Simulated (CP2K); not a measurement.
A self-consistent single point of PtSe2 (P-3m1, 3 atoms in the cell) with CP2K.

Level of theory: PBEsol, GPW, DZVP-MOLOPT-SR-GTH basis, GTH-PBE potentials (GTH_POTENTIALS) run with CP2K.

```
CELL_PARAMETERS angstrom
      3.63750     0.00000     0.00000
     -1.81875     3.15016     0.00000
      0.00000     0.00000     4.95402
ATOMIC_POSITIONS crystal
  Pt 0.00000 0.00000 0.00000
  Se 0.33333 0.66667 0.25500
  Se 0.66667 0.33333 0.74500
```

Reference input (self-consistent single point, DFT PBE, GPW, DZVP-MOLOPT-SR-GTH basis, GTH-PBE potentials (GTH_POTENTIALS)): CUTOFF = 500 Ry; REL_CUTOFF = 60 Ry; SMEAR/METHOD = FERMI_DIRAC; ELECTRONIC_TEMPERATURE = 232.09 K; KPOINTS/SCHEME = MACDONALD 8 8 5 0.0625 0.0625 0; XC_FUNCTIONAL = PBE; Pt/BASIS_SET = DZVP-MOLOPT-SR-GTH-q18; Pt/POTENTIAL = GTH-PBE-q18; Se/BASIS_SET = DZVP-MOLOPT-SR-GTH-q6; Se/POTENTIAL = GTH-PBE-q6; METHOD = GPW; EPS_DEFAULT = 1e-10. This run's input differs from it in these lines:

```diff
@@ -43,3 +43,6 @@
     &XC
-      &XC_FUNCTIONAL PBE
+      &XC_FUNCTIONAL
+        &PBE
+          PARAMETRIZATION PBESOL
+        &END PBE
       &END XC_FUNCTIONAL
```

Output (repeated stretches shortened):

```
 SCF WAVEFUNCTION OPTIMIZATION

  Step     Update method      Time    Convergence         Total energy    Change
     1 NoMix/Diag. 0.20E+00      -     0.45390441      -139.5200959410 -1.40E+02
     2 Broy./Diag. 0.20E+00      -     0.04846861      -141.0359245011 -1.52E+00
     3 Broy./Diag. 0.20E+00      -     0.12215079      -140.0896325460  9.46E-01
     4 Broy./Diag. 0.20E+00      -     0.00666263      -138.9540876487  1.14E+00
     5 Broy./Diag. 0.20E+00      -     0.00666170      -138.9644656753 -1.04E-02
     6 Broy./Diag. 0.20E+00      -     0.00051111      -138.9491672071  1.53E-02
   [... 8 lines left out ...]
    15 Broy./Diag. 0.20E+00      -     0.00000621      -138.9235756032  4.56E-05
    16 Broy./Diag. 0.20E+00      -     0.00000034      -138.9235657800  9.82E-06
    17 Broy./Diag. 0.20E+00      -     0.00000085      -138.9235718334 -6.05E-06
    18 Broy./Diag. 0.20E+00      -     0.00000007      -138.9235730251 -1.19E-06
  *** SCF run converged in    18 steps ***

  Overlap energy of the core charge distribution:               0.00000001245764
  Self energy of the core charge distribution:               -222.62257214343231
  Core Hamiltonian energy:                                     49.63369062117712
  Hartree energy:                                              49.85069945517915
  Exchange-correlation energy:                                -15.78534225130910
  Electronic entropic energy:                                  -0.00004871917333
  Fermi energy:                                                 0.34996583003172

  Total energy:                                              -138.92357302512681
  Total energy (extrapolated to T->0):                       -138.92354866554015

                     Mulliken Population Analysis

   [... lines left out ...]

 STRESS| Analytical stress tensor [bar]
 STRESS|                        x                   y                   z
 STRESS|      x        1.63163698315E+05  -8.21930657590E-03   1.28094104371E-02
 STRESS|      y       -8.21930657590E-03   1.63163676637E+05  -2.80517809035E-02
 STRESS|      z        1.28094104371E-02  -2.80517809035E-02   9.93423421174E+04
 STRESS| 1/3 Trace                                             1.41889905690E+05
```

The run converged in 18 iterations. Against the reference run the pressure goes from 18.49 to 14.19 GPa and the largest force goes from 1.400 to 1.301 eV/Å.

The starting cell has typed, rounded lattice constants, without a prior relaxation at this level. Its lattice was rescaled by a random factor within 2.5 % of one. Spin polarisation is off. Values carry the incompleteness of an atom-centred basis. The potentials were made for another functional than the one used. With a pressure of about 14 GPa the cell is away from its equilibrium volume at this level. Forces in this geometry exceed 1 eV/Å.
